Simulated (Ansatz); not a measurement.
### Question
Name crystals whose band gap lies between 1.55 and 2.4 eV and whose electron conductivity mass lies between 0.109 and 0.17 mₑ, by Ansatz (a quantum-chemistry and plane-wave program) with r2SCAN, rigid bands.

### Answer
Many crystals can fit; among those computed here:
- ZnSe (F-43m): 1.94 eV, 0.136 mₑ

Masses are for dilute carriers at 300 K, harmonic means over directions unless an axis is named. Spin-orbit coupling is left out.
